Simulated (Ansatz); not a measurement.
Band structure of TiSi₂ (Fddd, 6 atoms in the cell).

```
CELL_PARAMETERS angstrom
      0.00000     4.20810     4.35668
      2.44208     0.00000     4.35668
      2.44208     4.20810     0.00000
ATOMIC_POSITIONS crystal
  Ti 0.50000 0.50000 0.50000
  Ti 0.75000 0.75000 0.75000
  Si 0.83743 0.16257 0.83743
  Si 0.16257 0.83743 0.16257
  Si 0.41257 0.08743 0.41257
  Si 0.08743 0.41257 0.08743
```

Method: PBE, PAW files (plane waves; Ansatz, a program for electronic structure).

Settings: kpoints.mp_grid.grid = 7 7 7; hamiltonian.xc = pbe; hamiltonian.pseudopotentials = {kind: paw} (an earlier, softer set of the program's PAW files); scf.occupations.method = gaussian; scf.occupations.width = 0.05 eV; kpoints.band_path.npoints = 8.

The starting cell comes from a database of computed structures (which also holds hypothetical and non-ambient phases and stackings), without a prior relaxation at this level. Its lattice was rescaled by a random factor within 2.5 % of one. Spin polarisation is off.

Levels in eV from the Fermi level, bands 17 to 24:
| point | 17 | 18 | 19 | 20 | 21 | 22 | 23 | 24 |
|---|---|---|---|---|---|---|---|---|
| Γ | -2.15 | -2.03 | -1.74 | -1.30 | -0.85 | 1.91 | 2.88 | 2.91 |
| Y | -2.25 | -2.25 | -0.81 | -0.81 | 1.19 | 1.19 | 2.95 | 2.95 |
| T | -1.10 | -1.10 | -0.61 | -0.61 | 0.81 | 0.81 | 2.09 | 2.09 |
| Z | -1.52 | -1.52 | -0.88 | -0.88 | 0.71 | 0.71 | 2.99 | 2.99 |
| X | -1.29 | -0.38 | 0.07 | 0.12 | 0.71 | 0.89 | 1.59 | 2.33 |
| A1 | -1.62 | -1.62 | -1.32 | -1.32 | 1.30 | 1.30 | 1.92 | 1.92 |

Bands cross the Fermi level along this path, so the cell is metallic at this level.

Keys are those of Ansatz 0.2.
